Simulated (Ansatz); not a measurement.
Consider PbSe in the rock salt structure (space group Fm-3m, No. 225; a = 6.2178 Å).

It is then changed as follows: cell and atoms relaxed at a pressure of 2.1 GPa.

Levels (all Ansatz, a program for electronic structure, PAW): PBE (420 eV, spin-orbit coupling left out); r2SCAN (500 eV, no spin-orbit coupling).

The geometry is relaxed with PBE.

- PBE lowest conduction level above the VBM at special points: L 0.30 eV; W 1.89 eV; K 3.39 eV; U 3.39 eV
- PBE electron mass: 0.11 mₑ along k, 0.12 mₑ across (at L)
- PBE width of the top valence band: 3.20 eV

How does going to r2SCAN change the lowest conduction level above the VBM at special points, electron mass and width of the top valence band?

The lowest conduction level above the VBM at special points changes from L 0.30 eV; W 1.89 eV; K 3.39 eV; U 3.39 eV to L 0.59 eV; W 2.16 eV; K 3.69 eV; U 3.69 eV; the electron mass becomes 0.17 mₑ along k, 0.13 mₑ across (at L) (PBE: 0.11 mₑ along k, 0.12 mₑ across (at L)); the width of the top valence band increases by 0.165 eV to 3.37 eV.

Single points use the geometry relaxed with PBE. Their cutoffs differ, which shifts pressures a little. Spin-orbit coupling, missing from the scalar runs, can matter with Pb. The levels and masses belong to the bands next to the band gap. Load acts through the strain it causes; cell and atoms are relaxed under it. Masses are band curvatures over ±0.01 Å⁻¹ around the edge. Along k means along the line from Γ to the band edge. No phonon test of stability was made.
